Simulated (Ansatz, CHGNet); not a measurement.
For L1₂ (Cu3Au-type) Ni₃Fe, the machine-learned potential CHGNet-r²SCAN (trained on r²SCAN data) gives:

| Quantity | Result |
|---|---|
| lattice constant a | 3.510 Å |
| formation enthalpy | -0.120 eV/atom |

What does HSE06 (Ansatz, a first-principles code, plane waves, PAW) give for the same quantities?


- lattice constant a: 3.559 Å (grows by 1.4 %)
- formation enthalpy: -0.252 eV/atom (moves by -0.132 eV/atom)

For comparison: lattice constant a 3.545 Å (measured, temperature not stated, copied from a table, unchecked, not corrected to a static lattice; as tabulated in Mineralogical Magazine 44, 225 (1981)).

Changes are worked out from the printed values.

Unless a cell is named, each level is at its own relaxed cell (CHGNet-r²SCAN 10.81, HSE06 11.27 Å³/atom).

Spin-polarised runs: HSE06 (parallel moments).

Ansatz's density-functional and Hartree–Fock values are scalar-relativistic unless marked +SOC, with PAW data made under PBE.
